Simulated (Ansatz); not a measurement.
A relaxation of cell and atoms of In₂Bi (P-6m2, 3 atoms in the cell) with Ansatz (a first-principles code).

Method: r2SCAN, default PAW files made with PBE (plane waves; Ansatz).

```yaml
crystal:
  lattice:
    - [5.48217, 0.00000, 0.00000]
    - [-2.74108, 4.74770, 0.00000]
    - [0.00000, 0.00000, 3.35392]
  atoms:
    - { symbol: In, position: [0.00000, 0.00000, 0.50000] }
    - { symbol: In, position: [0.33333, 0.66667, 0.00000] }
    - { symbol: Bi, position: [0.66667, 0.33333, 0.50000] }
```

Reference input (self-consistent single point, DFT, r2SCAN, plane waves, default PAW files made with PBE): basis.ecutwfc = 500 eV; kpoints.mp_grid.grid = 6 6 8; hamiltonian.xc = r2scan; hamiltonian.pseudopotentials = {kind: paw} (the program's default PAW files); scf.occupations.method = cold; scf.occupations.width = 0.05 eV. This run's input differs from it in these lines:

```diff
@@ -19,2 +19,4 @@
   occupations: { method: cold, width: 0.05 eV }
+relax:
+  cell: { p_target: 2.0 GPa }
 output:
```

Output (repeated stretches shortened):

```
   [... SCF lines of the steps left out ...]
relax step   1: F+E_penalty+E_count = -23634.52898144 eV  Δ(F+E_penalty+E_count) = +0.000e0 eV  max|allowed force component| = 3.701e-17 eV/Å  Δτ_max = 0.0000 Å  P = +0.180 GPa  Ω = 87.295 Å³  (7 SCF iters, dr2 threshold 1.00e-7 eV, accepted)
relax step   2: F+E_penalty+E_count = -23634.51347738 eV  Δ(F+E_penalty+E_count) = +1.550e-2 eV  max|allowed force component| = 2.159e-17 eV/Å  Δτ_max = 0.0000 Å  P = +2.364 GPa  Ω = 83.076 Å³  energy of the carried Pulay correction = +5.796e-4 eV  [...]
   [... lines left out ...]
relax step   4: F+E_penalty+E_count = -23634.52266467 eV  Δ(F+E_penalty+E_count) = +2.644e-3 eV  max|allowed force component| = 5.281e-17 eV/Å  Δτ_max = 0.0000 Å  P = +1.991 GPa  Ω = 83.509 Å³  energy of the carried Pulay correction = +5.214e-4 eV  [...]
relax step   5: F+E_penalty+E_count = -23634.52224885 eV  Δ(F+E_penalty+E_count) = +4.158e-4 eV  max|allowed force component| = 3.431e-17 eV/Å  Δτ_max = 0.0000 Å  P = +1.985 GPa  Ω = 83.509 Å³  stress off target by 2.41e-2 GPa  SCF on the basis [...]
basis re-selected at this cell: Δ(F+E_penalty+E_count) = +4.158e-4 eV, ΔP = -0.007 GPa vs the last step
the relaxation is at rest under the 12 symmetry operations that the run kept from its start: a minimum is not shown …
Stability not checked (fill_not_monotonic)
Free energy (F): -23634.522249 eV
Internal energy: -23634.522222 eV  (E = F + TS)
   [... lines left out ...]
Fermi energy:    10.531095 eV
   [... lines left out ...]
  cell:  # Å, volume = 83.5085 Å³
    - [5.452868729635915, 0.0, 0.0]
    - [-2.7264343648179574, 4.722322843366482, 0.0]
    - [0.0, 0.0, 3.2430231232906666]
  atoms:
    - { symbol: In, position: [6.607792003885963e-35, 5.408740110637994e-35, 0.49999999999999994] }
    - { symbol: In, position: [0.3333333333333333, 0.6666666666666666, 0.0] }
    - { symbol: Bi, position: [0.6666666666666666, 0.3333333333333333, 0.49999999999999994] }
```

The run converged. 

Summary of the result:
- Free energy E − TS (on the zero of these files) = -23634.5222 eV
- Fermi level (on the code's own zero) = 10.53 eV
- Pressure = 1.98 GPa
- Final cell = a = b = 5.4529 Å, c = 3.2430 Å, α = β = 90.00°, γ = 120.00°
- Final volume per atom = 27.84 Å³
- Relaxation steps = 5

The starting cell comes from a database of computed structures (which also holds hypothetical and non-ambient phases and stackings), without a prior relaxation at this level. The relaxation keeps the symmetry of its start, so its end need not be a minimum. Ansatz's pressure includes its estimate of the finite-basis (Pulay) stress.

Cost on one core of a shared machine: roughly 80 s.

Keys are those of Ansatz 0.2.
